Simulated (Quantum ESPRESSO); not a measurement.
## A short convergence ladder for ZrSc (P-6m2, 2 atoms in the cell)

```yaml
crystal:
  lattice:
    - [3.29926, 0.00000, 0.00000]
    - [-1.64963, 2.85725, 0.00000]
    - [0.00000, 0.00000, 5.18079]
  atoms:
    - { symbol: Zr, position: [0.66667, 0.33333, 0.00000] }
    - { symbol: Sc, position: [0.00000, 0.00000, 0.50000] }
```

Base method: LDA (PW92), PseudoDojo standard norm-conserving (LDA) pseudopotentials (plane waves; Quantum ESPRESSO 7.5).

Base settings: ecutwfc = 80 Ry; occupations = smearing; smearing = fermi-dirac; degauss = 0.0073499 Ry; potentials = {Zr: Zr.upf, Sc: Sc.upf}; K_POINTS = automatic 8 8 5 0 0 0; conv_thr = 1e-10 Ry; mixing_beta = 0.3.

**Zone-centre phonons against the cutoff**

In this ladder: ph.x.tr2_ph = 1e-14; ph.x.fildyn = dyn.G; dynmat.x.fildyn = dyn.G; dynmat.x.asr = crystal.

The mesh stays at the base's, so the ladder's end is converged at best in this setting alone.

Frequencies are those of the unrelaxed cell, without the LO-TO term of polar crystals.

Only quantities that move along the ladder and can be compared are tabulated.

| ecutwfc | highest zone-centre frequency (cm⁻¹) |
|---|---|
| 40 Ry | 148.8 |
| 56 Ry | 137.4 |
| 80 Ry | 136.0 |
| 96 Ry | 135.9 |

Coarsest ecutwfc that holds the highest zone-centre frequency within 5 cm⁻¹ of the last step, with all finer ones: 56 Ry; the step before is off by 13 cm⁻¹.

On the base run: the starting cell comes from a database of computed structures (which also holds hypothetical and non-ambient phases and stackings), without a prior relaxation at this level. Its lattice was rescaled by up to half a per cent. In the base run, with a pressure of about -7 GPa the cell is away from its equilibrium volume at this level.
